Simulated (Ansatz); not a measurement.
System: Ge (model structure, within 0.1 Å of Fd-3m, No. 227, 2 atoms in the cell). Method: PBEsol (Ansatz, a program for electronic structure, PAW).

Run with plane-wave cutoff 520 eV, 10×10×10 k mesh, Fermi–Dirac smearing 0.01 eV, scalar-relativistic PAW data made under PBE.

Cell (relaxed with PBE-D3(BJ)):

```
Ge
1.0
    3.48953    -2.01544    -0.02608
    3.48953     2.01544    -0.02608
   -2.30511     0.00000     3.30850
Ge
2
Direct
  0.87505   0.87505   0.12505
  0.12495   0.12495   0.87495
```

Estimate the band gap that the calculation returns.


band gap: 0.00 eV (under three smearing widths, so not firm)

Note: cell and atoms aren't relaxed at this level (pressure -0.8 GPa).

Spin–orbit coupling is not included; it can close the smallest gap of 0.00 eV.

The computed numbers hold no vibrational or temperature effects.

Cost on a shared machine: around 15 core-seconds (rough).

A model structure was made by putting elements into a prototype or built by hand; here it ended with the formula and space group of a phase in our tables.
